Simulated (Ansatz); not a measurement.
The starting structures come from a database of crystals and need not be the phases stable at ambient conditions.

Consider the following.

```
CELL_PARAMETERS angstrom
      5.65032     0.00000     0.00000
      0.00000     8.26479     0.00000
      2.82516     0.00000     4.89332
ATOMIC_POSITIONS crystal
  Cs 0.00000 0.00000 0.00000
  Al 0.00000 0.50000 0.00000
  Mo 0.33333 0.29779 0.33333
  Mo 0.66667 0.70221 0.66667
  O  0.33333 0.08566 0.33333
  O  0.66667 0.91434 0.66667
  O  0.68499 0.36416 0.15751
  O  0.31501 0.63584 0.84249
  O  0.15751 0.36416 0.68499
  O  0.84249 0.63584 0.31501
  O  0.15751 0.36416 0.15751
  O  0.84249 0.63584 0.84249
```

Space group of this cell: P-3m1. The cell is taken as given; by PBEsol its mean pressure is -5.3 GPa.

Transport runs along the normal of the first two printed cell vectors, the (100) plane of the conventional cell.

No gap correction and no spin-orbit coupling; mid-gap values are interpolated between computed energies.

### Question
Give the band gap and the smallest decay constant κ at mid-gap that Ansatz (a quantum-chemistry and plane-wave program) with PBEsol yields.

### Answer
Gap 3.68 eV on a 6×4×6 mesh; κ = 0.534 1/Å, at the zone centre.
